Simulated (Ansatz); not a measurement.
Start from MoTe₂ (space group P6_3/mmc, No. 194; a = 3.434 Å, c = 13.329 Å; layered, stacked along the Cartesian z axis). Axes: x lies along a and z along c of the hexagonal cell.

Method: Ansatz (an electronic-structure program), PBEsol-D3(BJ), PAW, cutoff 420 eV, no SOC.

Strains are applied to the cell and any free atomic positions relax.

One change was made to it. Results:

The pressure (mean of the normal stresses, compression positive) goes from zero to -0.82 GPa; the energy rises by 1.5 meV/atom.

Which of these changes matches the shifts?
A) uniaxial strain ε_xx = +3.00 %
B) uniaxial strain ε_xx = +1.80 %
C) uniaxial strain ε_xx = +2.40 %
D) uniaxial strain ε_xx = +1.20 %

D, uniaxial strain ε_xx = +1.20 %. For comparison, the energy relative to the base in the other runs: uniaxial strain ε_xx = +3.00 % gives +9.1 meV/atom; uniaxial strain ε_xx = +2.40 % gives +5.9 meV/atom; uniaxial strain ε_xx = +1.80 % gives +3.4 meV/atom.

Whether these cells are dynamically stable was not tested.
